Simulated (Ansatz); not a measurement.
The starting structures come from a database of crystals and need not be the phases stable at ambient conditions.

By PBEsol, the system below comes out a metal.

Without scattering a metal conducts by its projected Fermi surface.

Here is the system:

```xyz
8
Lattice="4.6404 0.0000 0.0000 0.0000 4.6404 0.0000 0.0000 0.0000 4.5494" Properties=species:S:1:pos:R:3 pbc="T T T"
Cr     3.4803     0.0000     2.2747
Cr     1.1601     0.0000     2.2747
Cr     2.3202     1.1601     0.0000
Cr     2.3202     3.4803     0.0000
Cr     0.0000     2.3202     3.4120
Cr     0.0000     2.3202     1.1373
Ge     0.0000     0.0000     0.0000
Ge     2.3202     2.3202     2.2747
```

Space group of this cell: P4_2/mmc. The cell is strained (lengths across the current scaled by 1.02, ions clamped); by PBEsol its mean pressure is -11.9 GPa.

The current flows along the normal of the first two printed cell vectors, the (001) (indices of the unstrained crystal) plane of the conventional cell. No spin-orbit coupling; the value is a mean over 0.1 eV about the Fermi level.

Predict the ballistic conductance per area from PBEsol (Ansatz, an electronic-structure program).

0.95 × 10¹⁵ S/m² for both spins.
